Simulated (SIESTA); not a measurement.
SIESTA run on Sr5Sn2N6 (C2/c, 26 atoms in the cell): self-consistent single point.

Method: SIESTA with GGA RPBE, numerical atomic orbitals DZP, PseudoDojo PBE standard norm-conserving potentials (rewritten from UPF to PSML).

```xyz
26
Lattice="5.4570 -3.4526 0.0000 5.4570 3.4526 0.0000 -2.4002 0.0000 13.6903" Properties=species:S:1:pos:R:3 pbc="T T T"
Sr     4.7463     1.5778     6.8298
Sr     3.7674    -1.5778     6.8605
Sr     4.9675     1.5778     0.0153
Sr     3.5462    -1.5778    13.6749
Sr     1.1936    -0.7661     2.9686
Sr     7.3201     0.7661    10.7217
Sr     8.5202    -0.7661     3.8765
Sr    -0.0066     0.7661     9.8137
Sr     4.8569    -0.9107     3.4226
Sr     3.6568     0.9107    10.2677
Sn     8.3470     0.7023     1.0094
Sn     0.1667    -0.7023    12.6809
Sn     1.3668     0.7023     5.8357
Sn     7.1469    -0.7023     7.8545
N     10.1683     0.0583     1.7064
N     -1.6546    -0.0583    11.9839
N     -0.4545     0.0583     5.1388
N      8.9682    -0.0583     8.5515
N      6.6647     0.1813     2.1057
N      1.8490    -0.1813    11.5846
N      3.0491     0.1813     4.7394
N      5.4646    -0.1813     8.9508
N      3.1515    -0.5592     1.0462
N      5.3621     0.5592    12.6441
N      6.5623    -0.5592     5.7989
N      1.9514     0.5592     7.8913
```

Reference input (self-consistent single point, DFT, LDA PW92, numerical atomic orbitals DZP, PseudoDojo LDA standard norm-conserving potentials (rewritten from UPF to PSML)): XC.functional = LDA; XC.authors = PW92; potentials = PseudoDojo LDA standard; PAO.BasisSize = DZP; PAO.EnergyShift = 0.01 Ry; MeshCutoff = 300 Ry; kgrid.MonkhorstPack = 3 3 2; OccupationFunction = MP; OccupationMPOrder = 0; ElectronicTemperature = 50 meV; MaxSCFIterations = 150; SCF.Mixer.Method = Pulay. This run's input differs from it in these lines:

```diff
@@ -1,2 +1,2 @@
-# files in the folder: Sr.psml Sn.psml N.psml (PseudoDojo LDA standard)
+# files in the folder: Sr.psml Sn.psml N.psml (PseudoDojo PBE standard)
 SystemName  Sr5(SnN3)2
@@ -47,4 +47,4 @@
 
-XC.functional                LDA
-XC.authors                   PW92
+XC.functional                GGA
+XC.authors                   RPBE
 PAO.BasisSize                DZP
```

Output (repeated stretches shortened):

```
        iscf     Eharris(eV)        E_KS(eV)     FreeEng(eV)     dDmax    Ef(eV) dHmax(eV)
   scf:    1   -21052.580640   -21226.114546   -21226.114546  1.549951 -6.776703 13.686802
   scf:    2   -21282.356986   -21256.330627   -21256.330627  0.172700 -5.905120  9.140191
   scf:    3   -21285.692056   -21281.248727   -21281.248727  0.473094 -4.952742  1.574634
   scf:    4   -21280.518621   -21280.904255   -21280.904255  0.019652 -4.922375  1.703604
   scf:    5   -21280.833550   -21281.568384   -21281.568384  0.090772 -5.030899  1.033995
   scf:    6   -21281.934186   -21281.894495   -21281.894495  0.054415 -5.127218  0.172193
   [... lines left out ...]
   scf:   11   -21281.903172   -21281.903111   -21281.903111  0.000837 -5.143266  0.004305
   scf:   12   -21281.903143   -21281.903129   -21281.903129  0.000524 -5.143739  0.002540
   scf:   13   -21281.903131   -21281.903130   -21281.903130  0.000049 -5.143202  0.001897
   scf:   14   -21281.903133   -21281.903132   -21281.903132  0.000147 -5.141543  0.000654
   scf:   15   -21281.903132   -21281.903132   -21281.903132  0.000026 -5.141489  0.000454
   scf:   16   -21281.903132   -21281.903132   -21281.903132  0.000043 -5.141593  0.000198
   scf:   17   -21281.903132   -21281.903132   -21281.903132  0.000003 -5.141596  0.000146
SCF Convergence by DM+H criterion
max |DM_out - DM_in|         :     0.0000032099
max |H_out - H_in|      (eV) :     0.0001456450
SCF cycle converged after 17 iterations

Using DM_out to compute the final energy and forces

siesta: E_KS(eV) =           -21281.9031

siesta: E_KS - E_eggbox =    -21281.9031

siesta: Atomic forces (eV/Ang):
     1    0.318251    0.030252    0.183074
     2   -0.318251   -0.030252   -0.183074
     3   -0.318251    0.030252   -0.183074
   [... 23 lines left out ...]
   Tot    0.000000   -0.000000    0.000000
   Max    0.437413
   Res    0.250525    sqrt( Sum f_i^2 / 3N )
   Max    0.437413    constrained

Stress tensor Voigt[x,y,z,yz,xz,xy] (kbar):      -74.18      -71.64      -63.47       -0.00        0.63       -0.00
(Free)E + p*V (eV/cell)   -21259.4410
Target enthalpy (eV/cell)   -21281.9031

   [... lines left out ...]
siesta: FreeEng =    -21281.903132
   [... lines left out ...]
siesta:    -0.046301   -0.000000    0.000392
siesta:    -0.000000   -0.044712   -0.000000
siesta:     0.000392   -0.000000   -0.039615

siesta: Cell volume =        515.864978 Ang**3

siesta: Pressure (static):
siesta:                Solid            Molecule  Units
siesta:           0.00047424          0.00057077  Ry/Bohr**3
siesta:           0.04354259          0.05240539  eV/Ang**3
siesta:          69.76291837         83.96268913  kBar
```

The run converged in 17 iterations. Against the reference run the pressure goes from -0.92 to 6.98 GPa, the largest force goes from 0.650 to 0.568 eV/Å and the gap on the mesh goes from 0.576 to 0.792 eV. The full log also holds: “xc_check: WARNING: Pseudopotential generated with GGA PBE functional”.

The starting cell comes from a database of computed structures (which also holds hypothetical and non-ambient phases and stackings), without a prior relaxation at this level. Values carry the incompleteness of an atom-centred basis. The basis of the alkali or alkaline-earth atoms may lack their empty d shell, which can raise the gap. With a pressure of about 7 GPa the cell is away from its equilibrium volume at this level.

Cost on one core of a shared machine: roughly 2 min.
